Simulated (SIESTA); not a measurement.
Worked example: self-consistent single point of MnTlCl3 (P1, 5 atoms in the cell) in SIESTA.

Level of theory: GGA PBEsol, numerical atomic orbitals DZP, PseudoDojo PBEsol standard norm-conserving potentials (rewritten from UPF to PSML) in SIESTA.

```
MnTlCl3
1.0
    5.06927     0.00000     0.00000
    0.00000     5.06927     0.00000
    0.00000     0.00000     5.06927
Mn Tl Cl
1 1 3
Cartesian
  2.53545   2.57491   2.57041
 -0.02979  -0.04225  -0.00304
  0.04217   2.59744   2.56506
  2.64055  -0.07571   2.53384
  2.41553   2.54952  -0.06236
```
Moments meant for the start (each program seeds them in its own way; μB, in the order of the atoms Mn Tl Cl Cl Cl): 4.0 0.0 0.0 0.0 0.0.

Reference input (self-consistent single point, DFT, LDA PW92, numerical atomic orbitals DZP, PseudoDojo LDA standard norm-conserving potentials (rewritten from UPF to PSML)): XC.functional = LDA; XC.authors = PW92; potentials = PseudoDojo LDA standard; PAO.BasisSize = DZP; PAO.EnergyShift = 0.005 Ry; MeshCutoff = 400 Ry; kgrid.MonkhorstPack = 3 3 3; OccupationFunction = FD; ElectronicTemperature = 20 meV; Spin = polarized; DM.InitSpin = [1 +4.00, 2 +0.00, 3 +0.00, 4 +0.00, 5 +0.00]; MaxSCFIterations = 150. This run's input differs from it in these lines:

```diff
@@ -1,2 +1,2 @@
-# files in the folder: Mn.psml Tl.psml Cl.psml (PseudoDojo LDA standard)
+# files in the folder: Mn.psml Tl.psml Cl.psml (PseudoDojo PBEsol standard)
 SystemName  MnTlCl3
@@ -26,4 +26,4 @@
 
-XC.functional                LDA
-XC.authors                   PW92
+XC.functional                GGA
+XC.authors                   PBEsol
 PAO.BasisSize                DZP
```

Log, with long lists cut:

```
        iscf     Eharris(eV)        E_KS(eV)     FreeEng(eV)     dDmax    Ef(eV) dHmax(eV)
   scf:    1    -5950.320616    -5947.498595    -5947.498595  0.883042 -2.295926 11.577450
     spin moment: {S} , |S| = {        0.0        0.0    5.00000 }     5.00000
   scf:    2    -5949.994757    -5948.818612    -5948.818612  0.082557 -2.790257  8.200455
     spin moment: {S} , |S| = {        0.0        0.0    5.00000 }     5.00000
   scf:    3    -5950.680920    -5950.161666    -5950.161666  0.186738 -4.544857  1.237283
     spin moment: {S} , |S| = {        0.0        0.0    5.00000 }     5.00000
   [... lines left out ...]
     spin moment: {S} , |S| = {        0.0        0.0    5.00000 }     5.00000
   scf:   10    -5950.194372    -5950.194370    -5950.194370  0.000311 -4.693702  0.006387
     spin moment: {S} , |S| = {        0.0        0.0    5.00000 }     5.00000
   scf:   11    -5950.194372    -5950.194371    -5950.194371  0.000178 -4.694829  0.000761
     spin moment: {S} , |S| = {        0.0        0.0    5.00000 }     5.00000
   scf:   12    -5950.194371    -5950.194371    -5950.194371  0.000021 -4.694895  0.000733
     spin moment: {S} , |S| = {        0.0        0.0    5.00000 }     5.00000
SCF Convergence by DM+H criterion
max |DM_out - DM_in|         :     0.0000210065
max |H_out - H_in|      (eV) :     0.0007334716
SCF cycle converged after 12 iterations

Using DM_out to compute the final energy and forces

siesta: E_KS(eV) =            -5950.1944

siesta: E_KS - E_eggbox =     -5950.1944

siesta: Atomic forces (eV/Ang):
     1    0.076101   -0.261765   -0.193212
     2    0.008081   -0.021895   -0.007391
     3   -0.203549   -0.125233   -0.105622
     4   -0.001379    0.507391   -0.083023
     5    0.120360   -0.100771    0.384830
   Tot   -0.000386   -0.002271   -0.004418
   Max    0.507391
   Res    0.202910    sqrt( Sum f_i^2 / 3N )
   Max    0.507391    constrained

Stress tensor Voigt[x,y,z,yz,xz,xy] (kbar):       24.97       22.60       23.18        0.72       -0.68        0.17
   [... lines left out ...]
siesta: FreeEng =     -5950.194371
siesta: Cell volume =        130.267557 Ang**3
siesta:         -23.58479812        -16.14940642  kBar
   [... lines left out ...]
              0.002   0.003   0.003   0.004   0.002

mulliken: Qtot =       22.000

Mulliken Atomic Populations:
Atom #   charge [q] valence [e]      Sz [e]  Species
     1     0.375774   14.624226    4.828024  Mn
     2    -0.141981   13.141981   -0.038756  Tl
     3    -0.078393    7.078393    0.067741  Cl
     4    -0.077914    7.077914    0.072267  Cl
     5    -0.077485    7.077485    0.070724  Cl
 Total    -0.000000                5.000000
```

The run converged in 12 iterations. Against the reference run the pressure goes from -4.50 to -2.36 GPa, the largest force goes from 0.439 to 0.514 eV/Å, the gap on the mesh goes from 1.403 to 1.734 eV and the size of the net moment stays at 1.00 μB/atom.

The starting cell comes from a database of computed structures (which also holds hypothetical and non-ambient phases and stackings), without a prior relaxation at this level. Its atoms were displaced at random from the sites of space group no. 221. Spin-orbit coupling is off. With one magnetic atom in the cell only a parallel order is possible. Values carry the incompleteness of an atom-centred basis.

Cost on one core of a shared machine: roughly 60 s.
